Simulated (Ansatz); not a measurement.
Ansatz (an electronic-structure program), DFT, PBE, plane waves, its default PAW files: unreconstructed Si(100) slab of 8 layers, 2x2, C adatom, atoms displaced (Si32C), unrelaxed, 33 atoms. Basis and mesh were picked for this test and aren't claimed converged.

```json
{
  "cell": "7.68, 7.68, 31.10 Å; 90, 90, 90°",
  "distance_to_the_nearest_atom": "2.05 to 2.37 Å",
  "task": "single point",
  "k mesh": "4×4×1",
  "hamiltonian.xc": "pbe",
  "kind_of_files": "paw",
  "scf.occupations.method": "fermi_dirac",
  "scf.occupations.width": "0.1 eV",
  "output.forces": "true",
  "binding of workers (--pin)": "off",
  "k-point pools (--kpoint-pools)": "1",
  "memory maximum (--max-ram)": "8GiB",
  "accuracy": "medium (default)",
  "basis.precision": "auto (default)",
  "basis.xc_grid": "2 (default)",
  "scf.eigensolver.kind": "auto (default)",
  "scf.convergence.dr2_threshold": "1e-07 (default)",
  "scf.lower_state_search": "light (default)",
  "k-points after symmetry": "10",
  "bands_at_the_start": "99",
  "electrons": "132",
  "plane waves at Γ": "35843",
  "cutoff (eV)": "420",
  "FFT grid": "54×54×216",
  "symmetry_operations": "1"
}
```

Settings of this run: scf.mixing.algorithm = broyden, scf.mixing.preconditioner = kerker; 4 threads.

| iteration | dr2 (eV) | Hψ |
|---|---|---|
| 1 | 9.24e-1 | 5796 |
| 2 | 2.13e0 | 1813 |
| 3 | 2.32e-1 | 1170 |
| 4 | 9.50e-2 | 1009 |
| 5 | 5.03e-3 | 918 |
| 6 | 4.31e-3 | 991 |
| 7 | 1.87e-3 | 918 |
| 8 | 6.94e-4 | 924 |
| 9 | 7.82e-4 | 920 |
| 10 | 2.99e-4 | 960 |
| 11 | 2.65e-4 | 1041 |
| 12 | 2.41e-4 | 967 |
| 13 | 1.52e-4 | 1082 |
| 14 | 1.16e-4 | 1004 |
| 15 | 9.82e-5 | 1075 |
| 16 | 7.54e-5 | 1107 |
| 17 | 6.73e-5 | 1002 |
| 18 | 5.19e-5 | 1009 |
| 19 | 4.25e-5 | 1021 |
| 20 | 3.60e-5 | 929 |
| 21 | 1.61e-5 | 1059 |
| 22 | 1.02e-5 | 946 |
| 23 | 3.61e-6 | 1319 |
| 24 | 2.88e-6 | 974 |
| 25 | 2.03e-6 | 1070 |
| 26 | 1.76e-6 | 1067 |
| 27 | 1.67e-6 | 918 |
| 28 | 1.50e-6 | 1068 |
| 29 | 1.39e-6 | 1051 |
| 30 | 1.11e-6 | 1113 |
| 31 | 9.76e-7 | 1036 |
| 32 | 6.22e-7 | 986 |
| 33 | 1.85e-7 | 1196 |
| 34 | 1.11e-7 | 1339 |
| 35 | 3.53e-8 | 2718 |

It converged after 35 SCF iterations (all cycles of the run, searches included).

Question: The cycle is slow. Which setting should be changed?

Answer: Several could match; the one computed here: scf.mixing.preconditioner = auto (default) (10 SCF iterations (all cycles of the run, searches included)), all else kept. The other changes of this size gave: scf.mixing.preconditioner = none (19); scf.mixing.algorithm = auto (default) (40). The first change moves the result by: energy under 0.001 meV/atom, forces (largest component) 0.059 meV/Å. Counts are of single runs.

Keys are those of Ansatz 0.2.
